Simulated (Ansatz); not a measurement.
# SrCl2: energy against volume

SrCl2 (fluorite, Fm-3m, 29.089 Å³/atom and stress up to 0.01 GPa in the relaxed cell, cube axes along x, y and z) under an equal strain ε along all three axes. PBE in Ansatz, a plane-wave DFT program (PAW, default set), 420 eV, 8×8×8 Γ-centred mesh, Fermi-Dirac smearing 0.05 eV; ions are relaxed, or left where forces stay under 0.02 eV/Å, within the symmetry of each cell.

Here V stands for volume and E for E less E0.

| volume (Å³/atom) | E less E0 (meV/atom) | pressure (GPa) |
|---|---|---|
| 27.3779 | 11.83 | 2.34 |
| 27.7991 | 6.54 | 1.69 |
| 28.2246 | 2.86 | 1.09 |
| 28.6544 | 0.71 | 0.53 |
| 29.0886 | 0.00 | 0.00 |
| 29.5271 | 0.67 | -0.48 |
| 29.9700 | 2.64 | -0.94 |
| 30.4173 | 5.85 | -1.36 |
| 30.8690 | 10.23 | -1.75 |
| 31.7859 | ? | ? |

Problem. Using the third-order Birch-Murnaghan form, a cubic in V^(-2/3), estimate the missing E at V = 31.7859 from the other rows, showing the fit.

Solution. With u = V^(-2/3) - 0.1058, the rows have u = 0.0042863, 0.0031715, 0.0020735, 0.0009921, -0.0000733, -0.0011226, -0.0021565, -0.0031751, -0.0041787. Least squares gives E = 0.005 + 96.4·u + 614793·u² + 1473177·u³. Residuals (row less fit): 0.001, -0.002, -0.001, 0.003, -0.001, 0.001, -0.001, 0.000, 0.000; standard error 0.002 (degrees of freedom: 5). Its minimum lies at u = -0.0000784, so V0 = (0.1057216)^(-3/2) = 29.09. There d²E/du² = 1229000 and d³E/du³ = 8839000, so B0 = (4/9) × 29.09^(-7/3) × 1229000 × 0.160218 = 33.6 GPa (the last factor turns the table's units into GPa), and B0' = 4 + (2/3) × 0.1057216 × (8839000)/1229000 = 4.5. B0' rests on the cubic coefficient alone and has a standard error of 0.1 from these residuals. At the withheld row, u = -0.0061424, so E = 0.005 + 96.4 × (-0.0061424) + 614793 × (-0.0061424)² + 1473177 × (-0.0061424)³ = 22.267 meV/atom. The calculation gives 22.27 meV/atom, which the fit meets to the printed digits. The row lies outside the fitted rows, so this is an extrapolation. The scatter of the fitted rows lies at the last printed digit.

Other structures, which can take over under pressure, weren't tried. The same form fitted to the pressure column gives B0' = 4.5; series where the two differ by over 0.4 aren't shown. Rows are the converged runs of the series near zero and its far end, less any whose ions stayed unrelaxed beside relaxed ones; series whose fitted rows scatter by over a few per cent of the range, as at a crossing or softening among them, aren't shown in this form.
